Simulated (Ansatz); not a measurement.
Base system: SnO2 in the rutile structure (space group P4_2/mnm, No. 136; a = 4.7224 Å, c = 3.1903 Å). Axes: x, y, z lie along a, b, c of the conventional cell.

Computed with LDA (Ansatz, a first-principles code; PAW; 420 eV plane waves; without spin-orbit coupling).

Base values:

| Quantity | Value |
|---|---|
| Electron mass | 0.18 mₑ along c, 0.20 mₑ across (at Γ) |
| Valence-band top at Γ | 0.00, -0.80, -0.80 eV |
| Pressure | 0.00 GPa |

The change: uniaxial strain ε_zz = −1.80 %, all other strain components held at zero; the atoms relax in the strained cell.

Task: How does this affect the electron mass, valence-band top at Γ and pressure?

Result: The electron mass changes from 0.18 mₑ along c, 0.20 mₑ across (at Γ) to 0.19 mₑ along z, 0.23 mₑ across (at Γ); the valence-band top at Γ (three highest levels, from the VBM) becomes 0.00, -0.85, -0.85 eV (base: 0.00, -0.80, -0.80 eV); the pressure (mean of the normal stresses, compression positive) goes from zero to 4.69 GPa.

The levels and masses belong to the bands next to the band gap. Masses are band curvatures over ±0.01 Å⁻¹ around the edge. Whether these cells are dynamically stable was not tested.
